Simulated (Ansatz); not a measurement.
Levels about the gap of amorphous Al₂₈O₄₄Hf (73 atoms in a cell of 794 Å³, 3.42 g/cm³; zone centre alone, so wide bands show as single levels with stretches between that a denser mesh fills), at the geometry that PBE relaxed, where it gives 0.1 GPa on a denser mesh. The participation number counts the atoms over which a state spreads; weights are charges in smoothed Voronoi cells. The levels come from a single point, so bond lengths are those of that geometry. Method of the levels: PBE, scalar-relativistic without spin-orbit coupling (Ansatz, an electronic-structure program). Sampling: the zone centre alone; Fermi-Dirac width 0.02 eV; no spin polarisation.

A CHGNet melt-quench gave the starting glass, which DFT then relaxed. O atoms were pushed apart under 1.9 Å during the dynamics, to hinder bonds among them. The hot cell started wider than the set density and was brought back towards it in steps. It is the lowest in DFT energy of 2 quenches. It is a model cell: composition and starting density were chosen by hand, and all elements were melted together. No dispersion term was used. Its density started from a set value of 3.39 and ended at 3.42 g/cm³. The quench (nominally 410 K/ps over its main leg) was far faster than any real one, so the model tends to hold more defects than a real film. A cell of this size samples the disorder only roughly. Volume and shape were free in the relaxation.

```json
[
 {"E - E(highest filled), eV": "-0.32", "filling": "filled", "participation number": "7.5", "largest on": "O, 3 neighbours", "weight O": "0.95", "weight Hf": "0.00", "weight Al": "0.05"},
 {"E - E(highest filled), eV": "-0.18", "filling": "filled", "participation number": "13.6", "largest on": "O, 3 neighbours", "weight O": "0.95", "weight Hf": "0.00", "weight Al": "0.05"},
 {"E - E(highest filled), eV": "-0.16", "filling": "filled", "participation number": "12.2", "largest on": "O, 3 neighbours", "weight O": "0.94", "weight Hf": "0.00", "weight Al": "0.05"},
 {"E - E(highest filled), eV": "-0.14", "filling": "filled", "participation number": "14.9", "largest on": "O, 3 neighbours", "weight O": "0.95", "weight Hf": "0.00", "weight Al": "0.05"},
 {"E - E(highest filled), eV": "-0.09", "filling": "filled", "participation number": "8.8", "largest on": "O, 3 neighbours", "weight O": "0.96", "weight Hf": "0.00", "weight Al": "0.04"},
 {"E - E(highest filled), eV": "-0.02", "filling": "filled", "participation number": "6.8", "largest on": "O, 3 neighbours", "weight O": "0.96", "weight Hf": "0.00", "weight Al": "0.04"},
 {"E - E(highest filled), eV": "0.00", "filling": "filled", "participation number": "17.2", "largest on": "O, 3 neighbours", "weight O": "0.96", "weight Hf": "0.00", "weight Al": "0.04"},
 {"E - E(highest filled), eV": "3.71", "filling": "empty", "participation number": "62.5", "largest on": "Hf, 6 neighbours", "weight O": "0.59", "weight Hf": "0.03", "weight Al": "0.38"},
 {"E - E(highest filled), eV": "4.69", "filling": "empty", "participation number": "2.6", "largest on": "Hf, 6 neighbours", "weight O": "0.32", "weight Hf": "0.62", "weight Al": "0.06"},
 {"E - E(highest filled), eV": "4.91", "filling": "empty", "participation number": "2.8", "largest on": "Hf, 6 neighbours", "weight O": "0.35", "weight Hf": "0.59", "weight Al": "0.07"},
 {"E - E(highest filled), eV": "5.18", "filling": "empty", "participation number": "2.8", "largest on": "Hf, 6 neighbours", "weight O": "0.35", "weight Hf": "0.58", "weight Al": "0.07"},
 {"E - E(highest filled), eV": "5.69", "filling": "empty", "participation number": "26.8", "largest on": "Al, 5 neighbours", "weight O": "0.58", "weight Hf": "0.02", "weight Al": "0.40"},
 {"E - E(highest filled), eV": "5.99", "filling": "empty", "participation number": "32.3", "largest on": "Hf, 6 neighbours", "weight O": "0.57", "weight Hf": "0.10", "weight Al": "0.32"},
 {"E - E(highest filled), eV": "6.12", "filling": "empty", "participation number": "35.2", "largest on": "Al, 5 neighbours", "weight O": "0.58", "weight Hf": "0.02", "weight Al": "0.40"}
]
```

Most localised among these is the empty level at +4.69 eV, on a Hf atom, which has 6 neighbours (O 2.03 Å, O 2.07 Å, O 2.11 Å, O 2.19 Å, O 2.22 Å, O 2.45 Å).
